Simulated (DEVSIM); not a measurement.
Device: Schottky contact on n-type GaN, at 300 K.

| layer (left to right) | material | thickness (μm) | Nd (cm⁻³) | τn (s) | τp (s) |
|---|---|---|---|---|---|
| 1 | GaN | 13.0 | 9.3e16 | 8.1e-9 | 8.1e-9 |

Left contact: Schottky, work function 5.06 eV, emission velocity 3.6e6 cm/s. Right contact: ohmic. Voltage is applied to the left contact. Recombination: SRH at mid-gap. Mobility is μmin + (μ − μmin)/(1 + (N/Nref)^α).

The device is made up for the run: typed textbook-type constants, with dimensions and the other settings drawn at random. Values at 300 K.

```tsv
parameter	GaN
gap (eV)	3.43
affinity (eV)	4.1
permittivity	9.5
Nc (cm⁻³)	2.3e18
Nv (cm⁻³)	4.6e19
μn (cm²/Vs)	1200
μp (cm²/Vs)	100
μn,min	55
μp,min	3
Nref,n	2e17
Nref,p	3e17
αn	1
αp	2
```

DEVSIM, 1D drift-diffusion, Boltzmann statistics, complete ionisation; no tunnelling, impact ionisation, image-force lowering or self-heating. Metal contacts follow the ideal Schottky-Mott rule: no Fermi-level pinning, no interface dipoles.

Task: Tabulate band edges, carrier densities and field at -5.0 V on the left contact.

Result: Energies count from the Fermi level of the right contact; mesh points crowd at the junctions.

```
x (μm)   Ec (eV)  Ev (eV)  n (cm⁻³)  p (cm⁻³)  field (V/cm)
-------  -------  -------  --------  --------  ------------
0.000      5.960    2.530     < 1e2     < 1e2       -450000
0.01516    5.290    1.860     < 1e2     < 1e2       -430000
0.03985    4.286    0.856     < 1e2     < 1e2       -380000
0.08007    2.882   -0.548     < 1e2     < 1e2       -310000
0.1756     0.696   -2.734   4700000     < 1e2       -140000
0.3012     0.083   -3.347    9.1e16     < 1e2          -460
0.5058     0.083   -3.347    9.3e16     < 1e2           ≈ 0
0.9917     0.083   -3.347    9.3e16     < 1e2           ≈ 0
1.631      0.083   -3.347    9.3e16     < 1e2           ≈ 0
2.672      0.083   -3.347    9.3e16     < 1e2           ≈ 0
4.367      0.083   -3.347    9.3e16     < 1e2           ≈ 0
7.913      0.083   -3.347    9.3e16     < 1e2           ≈ 0
9.886      0.083   -3.347    9.3e16     < 1e2           ≈ 0
11.10      0.083   -3.347    9.3e16     < 1e2           ≈ 0
12.02      0.083   -3.347    9.3e16     < 1e2           ≈ 0
12.41      0.083   -3.347    9.3e16     < 1e2           ≈ 0
12.64      0.083   -3.347    9.3e16     < 1e2           ≈ 0
12.79      0.083   -3.347    9.3e16     < 1e2           ≈ 0
12.90      0.083   -3.347    9.3e16     < 1e2           ≈ 0
12.95      0.083   -3.347    9.3e16     < 1e2           ≈ 0
12.98      0.083   -3.347    9.3e16     < 1e2           ≈ 0
13.00      0.083   -3.347    9.3e16     < 1e2           ≈ 0
```
